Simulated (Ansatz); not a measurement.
System: MgS (model structure, started from the tenorite type, Fm-3m, No. 225, 4 atoms in the cell). Method: PBEsol in Ansatz (PAW).

Run with plane-wave cutoff 500 eV, 10×10×6 k mesh (along the axes of the cell as run), Fermi–Dirac smearing 0.05 eV, scalar-relativistic PAW data made under PBE.

Cell (relaxed at this level):

Space group Fm-3m (No. 225); a = b = c = 5.1820 Å, α = β = γ = 90.00°

```tsv
atom	site	symmetry	x	y	z
Mg	4a	m-3m	0.0000	0.0000	0.0000
S	4b	m-3m	0.5000	0.5000	0.5000
```
(The calculation used a cell of 4 atoms; values per cell refer to that cell.)

Problem. Give the computed band gap.

Solution. 
- band gap: 2.73 eV (on the SCF k mesh)

Static lattice: no zero-point or thermal effects.

The result took about 3 core-minutes (a rough figure).

A model structure was made by putting elements into a prototype or built by hand; here it ended with the formula and space group of a phase in our tables.

Ansatz is a quantum-chemistry and plane-wave program.
